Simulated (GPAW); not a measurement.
# Several settings converged on Al (Fm-3m, 1 atom in the cell)

```
CELL_PARAMETERS angstrom
      0.00000     2.03107     2.03107
      2.03107     0.00000     2.03107
      2.03107     2.03107     0.00000
ATOMIC_POSITIONS crystal
  Al 0.00000 0.00000 0.00000
```

Base method: PBEsol, GPAW PAW datasets PBEsol (made by gpaw-setup) (plane waves; GPAW).

Base settings: mode = pw; ecut = 600 eV; xc = PBEsol; kpts = 14 14 14; mesh shift (steps) = 0 0 0; occupations.name = methfessel-paxton; occupations.width = 0.1 eV; occupations.order = 0; nbands = -5; convergence.forces = 0.001 eV/Å.

The count of work is k-points × plane waves × bands × iterations; it is no time. 

**The width of Gaussian smearing**

In this ladder: kpts = 23 23 23.

Narrow widths need finer meshes than wide ones, so the last steps can hold mesh noise.

Only quantities that move along the ladder and can be compared are tabulated; pressure and forces are left out, as mesh noise rules them at narrow widths.

```csv
occupations.width,free energy less the last step's (meV/atom),energy extrapolated to zero width less the last step's (meV/atom)
1 eV,-102.52,-1.00
0.5 eV,-26.03,-0.52
0.3 eV,-9.33,0.03
0.2 eV,-3.95,0.14
0.1 eV,-0.74,0.05
0.05 eV,0.00,0.00
```

Widest occupations.width that holds the free energy within 5 meV/atom of the last step, with all finer ones: 0.2 eV; the step before is off by 9.3 meV/atom.

The extrapolation to zero width removes most of the smearing's effect on the energy.

**The mesh under tetrahedron occupations**

In this ladder: occupations.name = improved-tetrahedron-method; occupations.width = default; occupations.order = default.

Only quantities that move along the ladder and can be compared are tabulated.

```tsv
kpts	free energy less the last step's (meV/atom)	pressure (GPa)	count of work / last
6 6 6	-33.10	-3.10	0.021
7 7 7	-18.54	-3.16	0.022
9 9 9	18.87	-3.56	0.039
11 11 11	0.34	-2.95	0.062
14 14 14	5.74	-3.09	0.12
17 17 17	-1.08	-2.83	0.18
21 21 21	-0.31	-2.74	0.32
26 26 26	-0.34	-2.67	0.57
32 32 32	0.00	-2.64	1.0
```

Coarsest kpts that holds the free energy within 1 meV/atom of the last step, with all finer ones: 21 21 21, at 0.32 of the last step's count of work; the step before is off by 1.1 meV/atom.

Coarsest kpts that holds the pressure within 0.2 GPa of the last step, with all finer ones: 17 17 17, at 0.18 of the last step's count of work; the step before is off by 0.44 GPa.

Two neighbours can agree and both be off: 6 6 6 and 7 7 7 differ by 0.06 GPa in the pressure, yet lie about 0.51 GPa from the last step.

On the base run: the starting cell has typed, rounded lattice constants, without a prior relaxation at this level. Its lattice was rescaled by up to half a per cent.

Left out of this page: 2 runs of the series outside the window shown, repeating another row's setting, or not comparable.
